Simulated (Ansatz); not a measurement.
## A constructed model of the (111) surface of fcc Ag, a pseudomorphic layer of Fe in the other hollow (bottom of the slab: a bare face, its two planes held)

All values below come from PBE (plane waves to 420 eV, PAW; Ansatz, an electronic-structure program).

Slab: 7 atoms, 14.3 Å thick at the start with caps and adatoms; k 15x15x1, smearing 0.1 eV, dipole-corrected; 2 atoms held, the rest relaxed; symmetry of the start imposed; spin-polarised, ending with about 3.0 μB a cell; orders that need a larger cell were not tried, no spin-orbit, no U. In PBE it lies 0.01 eV a 1x1 cell over the lowest computed structure of the same composition (a pseudomorphic layer of Fe in the host's stacking).

The work function of the top face comes out as 4.34 eV, the energy released by relaxation is 0.032 eV and the magnetic moment of the cell is 3.02 μB. The cost is around 3 core-minutes (rough).
